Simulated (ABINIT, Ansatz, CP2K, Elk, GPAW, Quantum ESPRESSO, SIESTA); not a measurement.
## PbSe (Fm-3m, 2 atoms in the cell) computed with different codes at matched settings

Self-consistent single point, at a second geometry (lattice scaled by 0.98). First geometry:

```
CELL_PARAMETERS angstrom
      0.00000     3.13595     3.13595
      3.13595     0.00000     3.13595
      3.13595     3.13595     0.00000
ATOMIC_POSITIONS crystal
  Pb 0.00000 0.00000 0.00000
  Se 0.50000 0.50000 0.50000
```

Shared settings, as Ansatz (a first-principles code) writes them: kpoints.mp_grid.grid = 5 5 5; scf.occupations.method = fermi_dirac; scf.occupations.width = 0.02 eV. Potentials and cutoffs stand in the table.

```csv
code,model,ΔF from the first geometry (meV/atom),pressure (GPa),cutoff
Quantum ESPRESSO,"PBE, GBRV 1.5 ultrasoft (PBE) pseudopotentials",0.0,1.45,40 Ry
SIESTA,"GGA PBE, numerical atomic orbitals DZP, PseudoDojo PBE standard norm-conserving potentials (rewritten from UPF to PSML)",14.6,3.07,grid 400 Ry
CP2K,"PBE, GPW, DZVP-MOLOPT-SR-GTH basis, GTH-PBE potentials (GTH_POTENTIALS)",-0.5,1.46,grid 400 Ry
Ansatz,"PBE, default PAW files",1.0,1.57,420 eV
Elk,"PBE, all-electron FP-LAPW, Elk's shipped species files, default APW+lo basis",15.5,–,rgkmax 7
ABINIT,"PBE, norm-conserving pseudopotentials (PseudoDojo nc-sr-05 PBE standard)",0.0,1.48,43 Ha
GPAW,"PBE, GPAW PAW datasets PBE (gpaw-data 1.0.1)",-1.0,1.32,550 eV
```

A dash marks a value that a program does not give, or that is left out as unsure.

On Ansatz's run: spin-orbit coupling is off.

The spread over the programs that give each value: ΔF from the first geometry within 16.5 meV/atom; pressure within 1.75 GPa.

SIESTA and CP2K use small atom-centred bases, whose incompleteness enters pressures, forces and empty levels differently from a plane-wave cutoff. Elk treats all electrons, but the usual bases taken here (sphere radii, linearisation, local orbitals, empty states) were not tested for convergence, so the values are no reference for the others. Ansatz's pressure is given at a fixed set of plane waves, as the other plane-wave codes print theirs. In the pressure, SIESTA (by 1.60) lies more than 1 GPa from the median of the plane-wave programs.

This mesh misses zone-boundary points where a band edge of such crystals can lie, so no gaps are given.

The starting cell comes from a database of computed structures (which also holds hypothetical and non-ambient phases and stackings), without a prior relaxation at this level. Its lattice was rescaled by a random factor within 2.5 % of one. For this run, on top of that: lattice scaled by 0.98.

Left out of this page: FLEUR (with a known weakness of the program).

Keys are those of Ansatz 0.2.
